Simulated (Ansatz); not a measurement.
# Response to strain in CaB2C2

The parent structure is CaB2C2 (space group I4/mcm, No. 140; a = 5.345 Å, c = 7.393 Å; a cell from a computed database, its experimental status unchecked). Axes: x, y, z lie along a, b, c of the conventional cell.

Strains are applied to the cell and any free atomic positions relax; under biaxial strain the out-of-plane vector relaxes too.

Computed with r2SCAN/PAW in Ansatz (an electronic-structure program), spin-orbit coupling left out, earlier PAW set.

Notes on the quantities. energy relative to the base: free energy F.

```json
[
 {"variant": "base", "band gap": "0.68 eV", "gap character": "indirect, Γ–X (57 % along) → Γ–M (86 % along)", "energy relative to the base": "0 meV/atom"},
 {"variant": "biaxial strain −3.33 %, plane normal [001], relaxed out of plane", "band gap": "0.66 eV", "gap character": "indirect, G–M (67 % along) → Γ–M (86 % along)", "energy relative to the base": "+53 meV/atom"},
 {"variant": "isotropic strain −4.42 %", "band gap": "0.58 eV", "gap character": "indirect, Γ–X (57 % along) → Γ–M (86 % along)", "energy relative to the base": "+113 meV/atom"},
 {"variant": "isotropic strain −2.93 %", "band gap": "0.62 eV", "gap character": "indirect, Γ–X (57 % along) → Γ–M (86 % along)", "energy relative to the base": "+48 meV/atom"},
 {"variant": "isotropic strain −0.85 %", "band gap": "0.67 eV", "gap character": "indirect, Γ–X (57 % along) → Γ–M (86 % along)", "energy relative to the base": "+3.8 meV/atom"},
 {"variant": "isotropic strain −0.26 %", "band gap": "0.68 eV", "gap character": "indirect, Γ–X (57 % along) → Γ–M (86 % along)", "energy relative to the base": "+0.3 meV/atom"},
 {"variant": "isotropic strain +4.42 %", "band gap": "0.79 eV", "gap character": "indirect, k = (0, 0.111, 0.222) in the run's primitive reciprocal basis → Γ–M (86 % along)", "energy relative to the base": "+90 meV/atom"},
 {"variant": "uniaxial strain ε_zz = +2.54 %", "band gap": "0.72 eV", "gap character": "indirect, Γ–X (57 % along) → Γ–M (86 % along)", "energy relative to the base": "+3.1 meV/atom"}
]
```

Whether these cells are dynamically stable was not tested.
